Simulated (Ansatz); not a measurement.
Start from AlN in the wurtzite structure (space group P6_3mc, No. 186; a = 3.1303 Å, c = 5.0181 Å). Axes: x lies along a and z along c of the hexagonal cell.

Level of theory: PBE (Ansatz, a program for electronic structure; PAW; 420 eV plane waves; scalar-relativistic without spin-orbit coupling).

Base values:

The band gap is 4.03 eV and the valence-band top at Γ is 0.00, -0.20, -0.20 eV.

One thing is altered: tensile biaxial strain of 3.07 % in the plane normal to [001], as in epitaxy on a mismatched substrate; the out-of-plane cell vector and the atoms relax.

### Question
Predict the new electron mass.

### Answer
The electron mass is 0.27 mₑ (at Γ).

### Question
Predict the new out-of-plane strain.

### Answer
The out-of-plane strain amounts to -1.85 %.

### Question
What happens to the band gap?

### Answer
The band gap drops by 0.60 eV, from 4.03 eV to 3.43 eV.

### Question
What happens to the valence-band top at Γ?

### Answer
The valence-band top at Γ (three highest levels, from the VBM) becomes 0.00, -0.53, -0.53 eV (base: 0.00, -0.20, -0.20 eV).

Masses are band curvatures over ±0.01 Å⁻¹ around the edge. Whether these cells are dynamically stable was not tested.
